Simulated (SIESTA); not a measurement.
A self-consistent single point of BC₇ (Pmm2, 8 atoms in the cell) with SIESTA

Level of theory: GGA PBEsol, numerical atomic orbitals DZP, PseudoDojo PBEsol standard norm-conserving potentials (rewritten from UPF to PSML) (SIESTA).

Input:

```
# files in the folder: B.psml C.psml (PseudoDojo PBEsol standard)
SystemName  BC7
SystemLabel bc7

NumberOfAtoms                8
NumberOfSpecies              2
%block ChemicalSpeciesLabel
  1 5 B
  2 6 C
%endblock ChemicalSpeciesLabel
LatticeConstant              2.512610 Ang
%block LatticeVectors
     1.000000000    0.000000000    0.000000000
     0.000000000    2.038700793    0.000000000
     0.000000000    0.000000000    1.468743657
%endblock LatticeVectors
AtomicCoordinatesFormat      Ang
%block AtomicCoordinatesAndAtomicSpecies
     1.256305000    2.561230000    1.264914649  1
     1.256305000    1.236971641    0.374352147  2
     1.256305000    3.885488359    0.374352147  2
     0.000000000    2.561230000    2.357820686  2
     0.000000000    0.000000000    2.207585316  2
     1.256305000    0.000000000    1.311597956  2
     0.000000000    1.257922502    3.167121020  2
     0.000000000    3.864537498    3.167121020  2
%endblock AtomicCoordinatesAndAtomicSpecies

XC.functional                GGA
XC.authors                   PBEsol
PAO.BasisSize                DZP
PAO.EnergyShift              0.01 Ry
MeshCutoff                   400 Ry
%block kgrid.MonkhorstPack
   11   0   0  0.0
    0   5   0  0.0
    0   0   7  0.0
%endblock kgrid.MonkhorstPack
OccupationFunction           FD
ElectronicTemperature        0.1 eV

MaxSCFIterations             150
SCF.Mixer.Method             Pulay
SCF.Mixer.Weight             0.2
SCF.Mixer.History            8
SCF.DM.Tolerance             1.0E-04
Diag.ParallelOverK           true
WriteForces                  true
Charge.Mulliken              end
```

Output, abridged:

```
reinit: Reading from file input.fdf

reinit: System Name: BC7
reinit: System Label: bc7

coor:   Atomic-coordinates input format  =     Cartesian coordinates
coor:                                          (in Angstroms)

siesta: Atomic coordinates (Bohr) and species
siesta:      2.37407   4.84002   2.39034  1        1
siesta:      2.37407   2.33754   0.70742  2        2
siesta:      2.37407   7.34251   0.70742  2        3
siesta:      0.00000   4.84002   4.45564  2        4
siesta:      0.00000   0.00000   4.17173  2        5
siesta:      2.37407   0.00000   2.47856  2        6
siesta:      0.00000   2.37713   5.98499  2        7
siesta:      0.00000   7.30292   5.98499  2        8

siesta: System type = bulk

initatomlists: Number of atoms, orbitals, and projectors:      8   104    64

siesta: ******************** Simulation parameters ****************************
redata: Spin configuration                          = none
redata: Time-Reversal Symmetry                      = T
redata: Number of Atomic Species                    =        2
redata: Mesh Cutoff                                 =   400.0000 Ry
redata: Net charge of the system                    =     0.0000 |e|
redata: Min. number of SCF Iter                     =        0
redata: Max. number of SCF Iter                     =      150
redata: SCF convergence failure will abort job
redata: SCF mix quantity                            = Hamiltonian
redata: Mix DM or H after convergence               =   F
redata: Recompute H after scf cycle                 =   F
redata: Mix DM in first SCF step                    =   T
redata: No kicks to SCF
redata: DM Mixing Weight for Kicks                  =     0.5000
redata: Require Harris convergence for SCF          =   F
redata: Harris energy tolerance for SCF             =     0.000100 eV
redata: Require DM convergence for SCF              =   T
   [... lines left out ...]
diag: Parallel distribution                         =     1 x     1
diag: Used triangular part                          = Lower
diag: Absolute tolerance                            =  0.100E-15
diag: Orthogonalization factor                      =  0.100E-05
diag: Memory factor                                 =  1.0000

superc: Internal auxiliary supercell:     7 x     3 x     5  =     105
superc: Number of atoms, orbitals, and projectors:    840  10920   6720

                        Single-point calculation

superc: Internal auxiliary supercell:     7 x     3 x     5  =     105
superc: Number of atoms, orbitals, and projectors:    840  10920   6720

outcell: Unit cell vectors (Ang):
        2.512610    0.000000    0.000000
        0.000000    5.122460    0.000000
        0.000000    0.000000    3.690380

outcell: Cell vector modules (Ang)   :    2.512610    5.122460    3.690380
outcell: Cell angles (23,13,12) (deg):     90.0000     90.0000     90.0000
outcell: Cell volume (Ang**3)        :     47.4979
new_DM -- step:     1
Initializing Density Matrix...

Attempting to read DM from file... Failed...
DM filled with atomic data:

InitMesh: MESH = 32 x 64 x 48 = 98304
InitMesh: Mesh cutoff (required, used) =   400.000   431.425 Ry

stepf: Fermi-Dirac step function
        iscf     Eharris(eV)        E_KS(eV)     FreeEng(eV)     dDmax    Ef(eV) dHmax(eV)
   scf:    1    -1200.362363    -1220.841878    -1220.871083  1.803137 -7.173925  2.807429
   scf:    2    -1221.491818    -1221.215530    -1221.243279  0.090689 -6.913820  1.377463
   scf:    3    -1221.453162    -1221.347740    -1221.375429  0.091238 -6.653764  0.551972
   scf:    4    -1221.437259    -1221.396654    -1221.424622  0.084679 -6.386643  0.218980
   scf:    5    -1221.408062    -1221.403300    -1221.431160  0.029377 -6.274015  0.027554
   scf:    6    -1221.403529    -1221.403446    -1221.431264  0.000668 -6.268934  0.015529
   scf:    7    -1221.403433    -1221.403448    -1221.431282  0.000466 -6.269578  0.006901
   scf:    8    -1221.403466    -1221.403459    -1221.431286  0.000388 -6.269047  0.002174
   scf:    9    -1221.403456    -1221.403457    -1221.431287  0.000212 -6.269241  0.000697
   scf:   10    -1221.403453    -1221.403455    -1221.431287  0.000115 -6.269318  0.000310
   scf:   11    -1221.403456    -1221.403456    -1221.431287  0.000033 -6.269335  0.000059
SCF Convergence by DM+H criterion
max |DM_out - DM_in|         :     0.0000328138
max |H_out - H_in|      (eV) :     0.0000594471
SCF cycle converged after 11 iterations

Using DM_out to compute the final energy and forces

siesta: E_KS(eV) =            -1221.4035

siesta: E_KS - E_eggbox =     -1221.4035

siesta: Atomic forces (eV/Ang):
     1   -0.000000    0.000000    0.203980
     2    0.000000   -0.134699   -0.032796
     3    0.000000    0.134699   -0.032796
     4   -0.000000    0.000000   -0.122136
     5    0.000000    0.000000    0.084596
     6   -0.000000   -0.000000   -0.029911
     7   -0.000000   -0.061465   -0.034801
     8   -0.000000    0.061465   -0.034801
   Tot   -0.000000    0.000000    0.001334
   Max    0.203980
   Res    0.068615    sqrt( Sum f_i^2 / 3N )
   Max    0.203980    constrained

Stress tensor Voigt[x,y,z,yz,xz,xy] (kbar):      -11.19      -23.55      -12.71        0.00        0.00        0.00
(Free)E + p*V (eV/cell)    -1220.9624
Target enthalpy (eV/cell)    -1221.4313

siesta: Program's energy decomposition (eV):
siesta: Ebs     =      -435.775007
siesta: Eions   =      2137.657597
siesta: Ena     =       582.386091
siesta: Ekin    =       840.789698
siesta: Enl     =       -40.934399
siesta: Eso     =         0.000000
siesta: Edftu   =         0.000000
siesta: DEna    =       -26.883642
siesta: DUscf   =         2.147964
siesta: DUext   =         0.000000
siesta: Ex      =      -396.584698
siesta: Ec      =       -44.666872
siesta: Exc     =      -441.251571
siesta: Eharris =     -1221.403456
siesta: Etot    =     -1221.403456
siesta: FreeEng =     -1221.431287

siesta: Atomic forces (eV/Ang):
siesta:      1   -0.000000    0.000000    0.203980
siesta:      2    0.000000   -0.134699   -0.032796
siesta:      3    0.000000    0.134699   -0.032796
siesta:      4   -0.000000    0.000000   -0.122136
siesta:      5    0.000000    0.000000    0.084596
siesta:      6   -0.000000   -0.000000   -0.029911
siesta:      7   -0.000000   -0.061465   -0.034801
siesta:      8   -0.000000    0.061465   -0.034801
siesta: ----------------------------------------
   [... lines left out ...]

siesta: Cell volume =         47.497937 Ang**3

siesta: Pressure (static):
siesta:                Solid            Molecule  Units
siesta:           0.00010751          0.00007792  Ry/Bohr**3
siesta:           0.00987156          0.00715449  eV/Ang**3
siesta:          15.81598176         11.46276084  kBar

mulliken: Atomic and Orbital Populations:

Species: B
Atom  Qatom  Qorb
               2s      2s      2py     2pz     2px     2py     2pz     2px
               3Pdxy   3Pdyz   3Pdz2   3Pdxz   3Pdx2-y2
   1  3.102   0.468   0.379   0.368   0.297   0.128   0.342   0.374   0.407
              0.047   0.068   0.060   0.078   0.086

Species: C
Atom  Qatom  Qorb
               2s      2s      2py     2pz     2px     2py     2pz     2px
               3Pdxy   3Pdyz   3Pdz2   3Pdxz   3Pdx2-y2
   2  3.968   0.628   0.415   0.391   0.415   0.463   0.540   0.485   0.417
              0.033   0.045   0.036   0.052   0.050
   3  3.968   0.628   0.415   0.391   0.415   0.463   0.540   0.485   0.417
   [... 11 lines left out ...]

mulliken: Qtot =       31.000

Mulliken Atomic Populations:
Atom #   charge [q] valence [e]  Species
     1    -0.102086    3.102086  B
     2     0.031792    3.968208  C
     3     0.031792    3.968208  C
     4     0.073663    3.926337  C
     5     0.020724    3.979276  C
     6    -0.005134    4.005134  C
     7    -0.025376    4.025376  C
     8    -0.025376    4.025376  C
 Total    -0.000000
```

The run converged in 11 iterations.

The starting cell comes from a database of computed structures (which also holds hypothetical and non-ambient phases and stackings), without a prior relaxation at this level. Values carry the incompleteness of an atom-centred basis.

Cost on one core of a shared machine: roughly 60 s.
